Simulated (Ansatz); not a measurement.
The reference is GaN in the wurtzite structure (space group P6_3mc, No. 186).

```xyz
4
Lattice="3.1826 0.0000 0.0000 -1.5913 2.7562 0.0000 0.0000 0.0000 5.1854" Properties=species:S:1:pos:R:3 pbc="T T T"
Ga     0.0000     1.8375     0.0010
Ga     1.5913     0.9187     2.5937
N      0.0000     1.8375     1.9539
N      1.5913     0.9187     4.5466
```

All numbers come from PBEsol/PAW in Ansatz (a quantum-chemistry and plane-wave program), no spin-orbit coupling.

Before the change:

Electron mass: 0.16 mₑ along c, 0.17 mₑ across (at Γ)
Valence-band top at Γ: 0.00, 0.00, -0.04 eV
Width of the top valence band: 2.82 eV
Volume per atom: 11.37 Å³

The change: a hydrostatic pressure of 22.5 GPa.

### Question
What does the calculation give for the electron mass, valence-band top at Γ, width of the top valence band and volume per atom after the change?

### Answer
The electron mass goes from 0.16 mₑ along c, 0.17 mₑ across (at Γ) to 0.20 mₑ along c, 0.22 mₑ across (at Γ); the valence-band top at Γ (three highest levels, from the VBM) goes from 0.00, 0.00, -0.04 eV to 0.00, 0.00, -0.07 eV; the width of the top valence band rises by 0.35 eV (2.82 eV → 3.17 eV); the volume per atom drops by 1.05 Å³ (11.37 Å³ → 10.32 Å³).

The levels and masses belong to the bands next to the band gap. Load acts through the strain it causes; cell and atoms are relaxed under it. Effective masses come from finite differences of ±0.01 Å⁻¹. Stability against distortions was not tested. Tetrahedral semiconductors of this kind turn to denser phases somewhere between about 1 and 50 GPa; those were not computed, so compressed cells here can lie past the real transition.
